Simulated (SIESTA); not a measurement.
## How a calculation on Se (P3_121, 3 atoms in the cell) responds to its settings

```yaml
crystal:
  lattice:
    - [4.55257, 0.00000, 0.00000]
    - [-2.27629, 3.94264, 0.00000]
    - [0.00000, 0.00000, 5.03158]
  atoms:
    - { symbol: Se, position: [0.21789, 0.00000, 0.33333] }
    - { symbol: Se, position: [0.00000, 0.21789, 0.66667] }
    - { symbol: Se, position: [0.78211, 0.78211, 0.00000] }
```

Base run A: GGA PBE, numerical atomic orbitals DZP, PseudoDojo PBE standard norm-conserving potentials (rewritten from UPF to PSML) in SIESTA, self-consistent single point.

Its settings: XC.functional = GGA; XC.authors = PBE; potentials = PseudoDojo PBE standard; PAO.BasisSize = DZP; PAO.EnergyShift = 0.01 Ry; MeshCutoff = 350 Ry; kgrid.MonkhorstPack = 8 8 7 shifted by 0.5 0.5 0.5; OccupationFunction = FD; ElectronicTemperature = 10 K; MaxSCFIterations = 150; SCF.Mixer.Method = Pulay; SCF.Mixer.Weight = 0.1; SCF.Mixer.History = 6; SCF.DM.Tolerance = 1.0E-04.

The starting cell comes from a database of computed structures (which also holds hypothetical and non-ambient phases and stackings), without a prior relaxation at this level. Its lattice was rescaled by a random factor within 2.5 % of one. Values carry the incompleteness of an atom-centred basis. In the base run, with a pressure of about 4 GPa the cell is away from its equilibrium volume at this level. In the base run, forces exceed 1 eV/Å. The shifted mesh does not hold Γ, so a gap read on it misses any band edge there.

```csv
run,change,pressure (GPa),largest force (eV/Å),gap on the mesh (eV),basis size
A,base,4.27,1.690,0.983,54
B,PAO.BasisSize: DZP → SZ,8.15,2.867,0.861,27
C,PAO.BasisSize: DZP → SZP,6.27,2.462,0.951,42
D,PAO.BasisSize: DZP → DZ,4.54,1.761,0.877,39
E,PAO.BasisSize: DZP → TZP,3.50,1.595,0.992,66
F,PAO.BasisSize: DZP → TZDP,2.60,1.086,1.053,81
```

Run B against A: The pressure goes from 4.27 to 8.15 GPa, the largest force goes from 1.690 to 2.867 eV/Å and the gap on the mesh goes from 0.983 to 0.861 eV.

Run C against A: The pressure goes from 4.27 to 6.27 GPa, the largest force goes from 1.690 to 2.462 eV/Å and the gap on the mesh goes from 0.983 to 0.951 eV.
